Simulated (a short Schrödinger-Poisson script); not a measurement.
MOS inversion layer, SiO2 on p-type Si(100)

System: MOS inversion layer, SiO2 on p-type Si(100), at 300 K.

```
layer  material  thickness (nm)  Na (cm⁻³)
-----  --------  --------------  ---------
1          SiO2               3          -
2            Si             390     1.2e18
```

The device is made up for the run: typed textbook-type constants, with dimensions and the other settings drawn at random. SiO2: permittivity 3.9, conduction-band edge (eV) 3.15, gap (eV) 9, electron mass (mₑ) 0.5. Si: permittivity 11.7, conduction-band edge (eV) 0, gap (eV) 1.124, Nv at 300 K (cm⁻³) 3.1e19.

Channel valleys (confinement mass, in-plane density-of-states mass, number): Δ2 0.916, 0.19, 2; Δ4 0.19, 0.417, 4. At the gate the conduction-band edge of layer 1 lies 3.57 eV − eVg above the Fermi level of the channel; the field vanishes at the back. Gaps are held at their typed values at every temperature. Mesh 0.03 nm at interfaces.

From a short Schrödinger-Poisson script (our own, NumPy): 1D Poisson equation in equilibrium, electrons quantum, Hartree (BenDaniel-Duke, 12 states a valley, the channel's in-plane mass for all, wave functions ending at the dielectric), parabolic valleys, classical holes, full ionisation, no traps, pinning or gate leakage.

| Vg (V) | electrons (cm⁻²) | C (μF/cm²) | Δ2 E0 (meV) | Δ2 E1 (meV) | Δ4 E0 (meV) | Δ4 E1 (meV) |
|---|---|---|---|---|---|---|
| 0.6 | 1.12e6 | 0.280 | 397.8 | 477.2 | 471.0 | 598.7 |
| 0.7 | 1.78e7 | 0.270 | 325.6 | 408.0 | 401.6 | 534.7 |
| 0.8 | 2.96e8 | 0.261 | 252.3 | 337.6 | 330.9 | 469.1 |
| 0.9 | 5.03e9 | 0.269 | 178.6 | 266.6 | 259.7 | 402.7 |
| 1 | 6.78e10 | 0.427 | 110.8 | 201.3 | 194.3 | 341.4 |
| 1.1 | 3.47e11 | 0.716 | 67.5 | 160.4 | 153.4 | 303.4 |
| 1.2 | 8.02e11 | 0.850 | 44.4 | 139.6 | 132.7 | 284.4 |
| 1.3 | 1.33e12 | 0.908 | 29.7 | 127.1 | 120.4 | 273.3 |
| 1.4 | 1.89e12 | 0.940 | 18.9 | 118.3 | 111.8 | 265.9 |
| 1.5 | 2.48e12 | 0.959 | 10.2 | 111.7 | 105.4 | 260.3 |
| 1.6 | 3.07e12 | 0.972 | 2.8 | 106.3 | 100.1 | 255.9 |
| 1.7 | 3.68e12 | 0.982 | -3.8 | 101.7 | 95.8 | 252.4 |
| 1.8 | 4.29e12 | 0.989 | -9.7 | 97.8 | 92.0 | 249.3 |
| 1.9 | 4.90e12 | 0.995 | -15.1 | 94.2 | 88.6 | 246.7 |
| 2 | 5.52e12 | 1.00 | -20.2 | 91.1 | 85.6 | 244.4 |
| 2.1 | 6.14e12 | 1.00 | -25.0 | 88.1 | 82.9 | 242.2 |
| 2.2 | 6.77e12 | 1.01 | -29.5 | 85.4 | 80.3 | 240.3 |

Gate voltages with under 1e6 electrons/cm² are left out.

Subbands count from the Fermi level.
